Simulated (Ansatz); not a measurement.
# Pressure series in hypothetical rock salt ZrSi

Consider ZrSi in the rock salt structure (space group Fm-3m, No. 225; a = 5.3412 Å; a hypothetical phase, not in the database extracts checked).

Cell and atoms are relaxed at each pressure.

Computed with PBEsol (Ansatz, a quantum-chemistry and plane-wave program, PAW, no spin-orbit coupling).

```
pressure (GPa)  volume per atom (Å³/atom)
--------------  -------------------------
-2                                 19.375
-1                                 19.208
0                                  19.047
3                                  18.600
7                                  18.075
15                                 17.199
30                                 15.950
50                                      ?
75                                 13.651
```

**Question.** Fit the third-order Birch–Murnaghan form P(V) = (3B₀/2)[(V₀/V)^(7/3) − (V₀/V)^(5/3)]·[1 + (3/4)(B₀′ − 4)((V₀/V)^(2/3) − 1)] (squares taken in P) to the rows shown and predict the withheld row.

**Answer.** Least squares on the printed values gives V₀ = 19.047 Å³/atom, B₀ = 122 GPa, B₀′ = 3.7; this predicts 14.746 Å³/atom, and the run gives 14.746 Å³/atom, in agreement.

Load acts through the strain it causes; cell and atoms are relaxed under it. Whether these cells are dynamically stable was not tested. Competing high-pressure phases were not computed. The final runs are not spin-polarised.
